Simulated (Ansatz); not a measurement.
Take Be in the hcp (Mg type) structure (space group P6_3/mmc, No. 194; a = 2.2571 Å, c = 3.5529 Å) as the base.

Levels (all Ansatz, a program for electronic structure, PAW): PBEsol (420 eV, no spin-orbit coupling); r2SCAN (500 eV, no SOC).

The geometry is relaxed with PBEsol.

| Property | Result |
|---|---|
| PBEsol pressure | 0.0 GPa |

With r2SCAN at the same geometry, the pressure goes from zero to 1.1 GPa.

Single points use the geometry relaxed with PBEsol. Their cutoffs differ, which shifts pressures a little. Stability against distortions was not tested.
